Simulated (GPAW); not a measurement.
## Worked example: self-consistent single point of LiNbO₂F (Cc, 10 atoms in the cell) in GPAW

Method of the run: PBEsol, GPAW PAW datasets PBEsol (made by gpaw-setup) (plane waves; GPAW 25.7.0).

The input file:

```python
from ase import Atoms
from ase.units import GPa
from gpaw import GPAW, PW

atoms = Atoms(['Li', 'Li', 'Nb', 'Nb', 'O', 'O', 'O', 'O', 'F', 'F'],
              cell=[[4.644605, -2.624110, 0.000000],
                    [4.644605, 2.624110, 0.000000],
                    [-2.922686, 0.000000, 4.779833]],
              scaled_positions=[[0.331500, 0.739840, 0.338220],
                                [0.739840, 0.331500, 0.838220],
                                [0.998560, 0.491140, 0.480260],
                                [0.491140, 0.998560, 0.980260],
                                [0.702890, 0.622450, 0.682580],
                                [0.622450, 0.702890, 0.182580],
                                [0.356190, 0.232730, 0.714820],
                                [0.232730, 0.356190, 0.214820],
                                [0.070590, 0.910110, 0.718120],
                                [0.910110, 0.070590, 0.218120]],
              pbc=True)

atoms.set_initial_magnetic_moments([0.0, 0.0, 1.0, 1.0, 0.0, 0.0, 0.0, 0.0, 0.0, 0.0])

calc = GPAW(spinpol=True,
            mode=PW(900),
            xc='PBEsol',
            kpts={'size': (4, 4, 4), 'gamma': True},
            occupations={'name': 'methfessel-paxton', 'width': 0.1, 'order': 1},
            nbands=-14,
            convergence={'forces': 0.001},
            symmetry={'symmorphic': False, 'tolerance': 0.0005},
            maxiter=120,
            txt='-')

atoms.calc = calc

energy = atoms.get_potential_energy()
print('Energy (eV):', round(energy, 6))
forces = atoms.get_forces()
print('Forces (eV/Ang):')
print(forces.round(5))
stress = atoms.get_stress()
print('Stress (GPa, Voigt):', (stress / GPa).round(4))
```

Log, with long lists cut:

```
Input parameters:
  convergence: {forces: 0.001}
  kpts: {gamma: True,
         size: (4, 4, 4)}
  maxiter: 120
  mode: {ecut: 900.0000000000001,
         name: pw}
  nbands: -14
  occupations: {name: methfessel-paxton,
                order: 1,
                width: 0.1}
  spinpol: True
  symmetry: {symmorphic: False,
             tolerance: 0.0005}
  xc: PBEsol

species:
  Li:
    name: Lithium
    Z: 3.0
    valence: 1
    core: 2
    charge: 0.0
    file: Li.PBEsol.gz

    # Using partial waves for Li as LCAO basis

  Nb:
    name: Niobium
    Z: 41.0
    valence: 13
    core: 28
    charge: 0.0
    file: Nb.PBEsol.gz

    # Using partial waves for Nb as LCAO basis

  O:
    name: Oxygen
    Z: 8.0
    valence: 6
    core: 2
    charge: 0.0
    file: O.PBEsol.gz

    # Using partial waves for O as LCAO basis

  F:
    name: Fluorine
    Z: 9.0
    valence: 7
    core: 2
    charge: 0.0
    file: F.PBEsol.gz

    # Using partial waves for F as LCAO basis

Reference energy: -221647.189778  # eV

Spin-polarized calculation.
Initial magnetic moment: 2.000000

Convergence criteria:
 Maximum [total energy] change in last 3 cyles: 0.0005 eV / valence electron
 Maximum integral of absolute [dens]ity change: 0.0001 electrons / valence electron
 Maximum integral of absolute [eigenst]ate change: 4e-08 eV^2 / valence electron
 Maximum change in the atomic [forces] across last 2 cycles: 0.001 eV/Ang OR
Maximum error relative to the maximum force is below inf
 Maximum number of scf [iter]ations: 120

Symmetries present (total): 2
Symmetries with fractional translations: 1
64 k-points: 4 x 4 x 4 Monkhorst-Pack grid + [1/8,1/8,1/8]
24 k-points in the irreducible part of the Brillouin zone
       k-points in crystal coordinates                weights
   0:     0.00000000    0.00000000    0.00000000          1/64
   1:     0.00000000    0.00000000    0.25000000          2/64
   2:     0.00000000    0.00000000    0.50000000          1/64
   3:     0.25000000   -0.25000000    0.00000000          2/64
   4:     0.25000000   -0.25000000    0.25000000          4/64
   5:     0.25000000   -0.25000000    0.50000000          2/64
   6:     0.25000000    0.00000000   -0.25000000          4/64
   7:     0.25000000    0.00000000    0.00000000          4/64
   8:     0.25000000    0.00000000    0.25000000          4/64
   9:     0.25000000    0.00000000    0.50000000          4/64
          ...
  23:     0.50000000    0.50000000    0.50000000          1/64

Wave functions: Plane wave expansion
  Cutoff energy: 900.000 eV
  Number of coefficients (min, max): 7120, 7168
  Pulay-stress correction: 0.000000 eV/Ang^3 (de/decut=0.000000)

Occupation numbers: Methfessel-Paxton:
  width: 0.1000  # eV
  order: 1

Eigensolver

Densities:
  Coarse grid: 40*40*40 grid
  Fine grid: 80*80*80 grid
  Total Charge: 0.000000

Density mixing:
  Method: difference
  Backend: pulay
  Linear mixing parameter: 0.05
  old densities: 5
  Damping of long wavelength oscillations: 50

Hamiltonian:
  XC and Coulomb potentials evaluated on a 80*80*80 grid
  External potential:
    NoExternalPotential

XC parameters: PBEsol with 2 nearest neighbor stencil

Number of atoms: 10
Number of atomic orbitals: 58
Number of bands in calculation: 48
Number of valence electrons: 66
Bands to converge: occupied

Density initialized from atomic densities
  48 bands from LCAO basis set

Atomic positions and initial magnetic moments

Positions:
   0 Li     3.987440    1.071529    1.616635    ( 0.0000,  0.0000,  0.0000)
   1 Li     2.526097   -1.071529    4.006552    ( 0.0000,  0.0000,  0.0000)
   2 Nb     5.515419   -1.331526    2.295563    ( 0.0000,  0.0000,  1.0000)
   3 Nb     4.054076    1.331526    4.685479    ( 0.0000,  0.0000,  1.0000)
   4 O      4.160714   -0.211083    3.262618    ( 0.0000,  0.0000,  0.0000)
   5 O      5.622057    0.211083    0.872702    ( 0.0000,  0.0000,  0.0000)
   6 O      0.646106   -0.323973    3.416720    ( 0.0000,  0.0000,  0.0000)
   7 O      2.107449    0.323973    1.026804    ( 0.0000,  0.0000,  0.0000)
   8 F      2.456125    2.202993    3.432494    ( 0.0000,  0.0000,  0.0000)
   9 F      3.917468   -2.202993    1.042577    ( 0.0000,  0.0000,  0.0000)

Unit cell:
           periodic     x           y           z      points  spacing
  1. axis:    yes    4.644605   -2.624110    0.000000    40     0.1094
  2. axis:    yes    4.644605    2.624110    0.000000    40     0.1094
  3. axis:    yes   -2.922686    0.000000    4.779833    40     0.1195

  Lengths:   5.334633   5.334633   5.602579
  Angles:  117.012884 117.012884  58.931179

Effective grid spacing dv^(1/3) = 0.1221

     iter     time        total  log10-change:         magmom
                         energy   eigst   dens  force
iter:   1 --:--:--   -84.343330                          +1.9698
iter:   2 --:--:--   -82.031744   -1.27  -0.96           +1.7470
iter:   3 --:--:--   -76.862496   -0.59  -1.02           +1.9769
iter:   4 --:--:--   -77.061853   -2.29  -1.36           +1.9889
iter:   5 --:--:--   -76.976524   -1.84  -1.36           +2.0055
iter:   6 --:--:--   -76.855860   -2.00  -1.80           +2.0045
iter:   7 --:--:--   -76.888285   -2.17  -2.09           +2.0033
iter:   8 --:--:--   -76.853921   -2.36  -2.05           +2.0024
iter:   9 --:--:--   -76.843803   -3.47  -2.33           +2.0022
iter:  10 --:--:--   -76.842945c  -3.28  -2.64           +2.0021
iter:  11 --:--:--   -76.842480c  -5.32  -2.99           +2.0021
iter:  12 --:--:--   -76.842271c  -5.19  -3.03           +2.0022
iter:  13 --:--:--   -76.842279c  -5.28  -3.09           +2.0022
iter:  14 --:--:--   -76.842206c  -5.38  -3.19           +2.0022
iter:  15 --:--:--   -76.842199c  -5.92  -3.22           +2.0022
iter:  16 --:--:--   -76.842266c  -5.75  -3.26           +2.0021
iter:  17 --:--:--   -76.842263c  -6.17  -3.98           +2.0021
iter:  18 --:--:--   -76.842262c  -7.39  -4.09c          +2.0021
iter:  19 --:--:--   -76.842262c  -7.26  -4.14c          +2.0021
iter:  20 --:--:--   -76.842261c  -6.95  -4.21c          +2.0021
iter:  21 --:--:--   -76.842261c  -8.17c -4.26c          +2.0021
iter:  22 --:--:--   -76.842262c  -7.52c -4.29c -2.77    +2.0021
iter:  23 --:--:--   -76.842262c  -7.30  -4.47c          +2.0021
iter:  24 --:--:--   -76.842262c  -7.32  -4.49c          +2.0021
iter:  25 --:--:--   -76.842261c  -8.49c -4.66c -2.77    +2.0021
iter:  26 --:--:--   -76.842261c  -8.60c -4.72c -3.16c   +2.0021

Converged after 26 iterations.

Dipole moment: (-3.955497, 0.000000, 3.151736) |e|*Ang

Total magnetic moment: (0.000000, 0.000000, 2.002130)
Local magnetic moments:
   0 Li ( 0.000000,  0.000000,  0.001752)
   1 Li ( 0.000000,  0.000000,  0.001752)
   2 Nb ( 0.000000,  0.000000,  0.789507)
   3 Nb ( 0.000000,  0.000000,  0.789507)
   4 O  ( 0.000000,  0.000000,  0.006659)
   5 O  ( 0.000000,  0.000000,  0.006659)
   6 O  ( 0.000000,  0.000000, -0.031955)
   7 O  ( 0.000000,  0.000000, -0.031955)
   8 F  ( 0.000000,  0.000000,  0.013198)
   9 F  ( 0.000000,  0.000000,  0.013198)

Energy contributions relative to reference atoms: (reference = -221647.189778)

Kinetic:        +38.671985
Potential:      -58.803427
External:        +0.000000
XC:             -57.065225
Entropy (-ST):   +0.000206
Local:           +0.354269
SIC:             +0.000000
--------------------------
Free energy:    -76.842193
Extrapolated:   -76.842261

Spin contamination: 0.104069 electrons
Showing only first 2 kpts
                      Up                     Down
 Kpt  Band  Eigenvalues  Occupancy  Eigenvalues  Occupancy
  0    31      3.09848    1.00000      3.12187    1.00000
  0    32      5.95582    1.00000      6.70762   -0.03285
  0    33      5.98091    1.00000      6.96070   -0.00000
  0    34      6.24064    1.00002      7.06353   -0.00000

  1    31      3.10913    1.00000      3.10662    1.00000
  1    32      6.25979    1.00005      7.19779   -0.00000
  1    33      6.28998    1.00026      7.20287   -0.00000
  1    34      6.66938   -0.02367      7.23659   -0.00000

Fermi level: 6.57072

No gap
No difference between direct/indirect transitions
Energy (eV): -76.842261

Forces in eV/Ang:
  0 Li    0.04259   -0.07422   -0.05304
  1 Li    0.04259    0.07422   -0.05304
  2 Nb   -0.07760   -0.12639   -0.06260
  3 Nb   -0.07760    0.12639   -0.06260
  4 O     0.44322    0.03676    0.10281
  5 O     0.44322   -0.03676    0.10281
  6 O    -0.37211    0.37070    0.02301
  7 O    -0.37211   -0.37070    0.02301
  8 F    -0.03589   -0.36561   -0.01075
  9 F    -0.03589    0.36561   -0.01075

Stress tensor:
     0.057917     0.000000    -0.007103
     0.000000     0.067882     0.000000
    -0.007103     0.000000     0.062406
Stress (GPa, Voigt): [ 9.2794 10.8759  9.9985  0.     -1.138   0.    ]
```

The run converged in 26 iterations. GPAW prints stress with tension positive.

At such cutoffs GPAW's stress carries a finite-basis (Pulay) error, which enters relaxed cells too; its log prints stress with tension positive.

The starting cell comes from a database of computed structures (which also holds hypothetical and non-ambient phases and stackings), without a prior relaxation at this level. The magnetic order is the one reached from the typed start; others were not searched systematically.

Cost on one core of a shared machine: roughly 10 min.
